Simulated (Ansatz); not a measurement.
## Si: stress against strain

Si (diamond, Fd-3m, 19.706 Å³/atom at rest) under an equal strain ε in the (001) plane with the normal axis free, as in a coherent film. LDA in Ansatz, a plane-wave DFT program (PAW, default set), 420 eV, 11×11×11 Γ-centred mesh, Fermi-Dirac smearing 0.05 eV; ions are relaxed within the symmetry of each cell. Stress is positive for a compressed cell.

Here s stands for strain and y for stress xx.

| strain (%) | stress xx (GPa) |
|---|---|
| -3.00 | ? |
| -1.50 | 2.72 |
| -1.00 | 1.79 |
| -0.50 | 0.88 |
| 0.00 | -0.01 |
| 0.50 | -0.86 |
| 1.00 | -1.69 |
| 1.50 | -2.49 |

Problem. Using a straight line, estimate the missing y at s = -3.00 from the other rows, showing the fit.

Solution. Means: s 0, y 0.049. About the means, the sum of products is -12.165 and the sum of squares of s is 7.0000; the slope is their ratio. Least squares gives y = 0.049 - 1.7379·s. Residuals (row less fit): 0.064, 0.003, -0.038, -0.059, -0.040, -0.001, 0.068; standard error 0.055 (degrees of freedom: 5). The slope gives the biaxial elastic modulus of this plane = 174 ± 2 GPa. At the withheld row, y = 0.049 - 1.7379 × (-3.0) = 5.263 GPa. The calculation gives 5.66 GPa, 0.397 GPa above the prediction (4.9 % of the range of y in the table). The row lies outside the fitted rows, so this is an extrapolation. From the scatter of the fitted rows alone, a prediction at this place has a standard error of 0.086 GPa, so the miss is 4.6 times that.

One order more, fitted to all 13 runs of the series, follows each within 0.01, so the miss is the next term of a smooth law. Rows are the converged runs of the series near zero and its far end; series whose fitted rows scatter by over a few per cent of the range, as at a crossing or softening among them, aren't shown in this form. Most that stay on the fit to the last digits aren't either.
